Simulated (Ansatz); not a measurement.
Consider the following.

```yaml
crystal:
  lattice:
    - [4.09997, 0.00000, 0.00000]
    - [0.00000, 4.09997, 0.00000]
    - [2.04998, -2.04998, 2.77395]
  atoms:
    - { symbol: Be, position: [0.00000, 0.00000, 0.00000] }
    - { symbol: Te, position: [0.75000, 0.75000, 0.50000] }
```

No spin polarisation.

The values are results of Kohn–Sham DFT with the r2SCAN functional, run in Ansatz (a first-principles code) with PAW and 500 eV plane waves, scalar-relativistic without spin-orbit coupling, not measurements. Γ-centred 10×10×10 mesh, Fermi–Dirac width 0.05 eV.

Q: Predict the smallest direct gap, space group and hole mass.

A: 
```json
{
 "smallest_direct_gap": "3.88 eV",
 "space_group": "I-4m2 (No. 119)",
 "hole_mass": "0.21 mₑ out of plane, 0.35 mₑ in plane (at Γ)"
}
```

Spin-orbit coupling, missing from the scalar runs, can matter with Te. The cells carry an imposed strain or load. Effective masses come from finite differences of ±0.01 Å⁻¹. No phonon test of stability was made. The cell was made from BeTe in the zinc blende structure (space group F-43m, No. 216) by this change: biaxial strain +2.50 %, plane normal [001], relaxed out of plane.
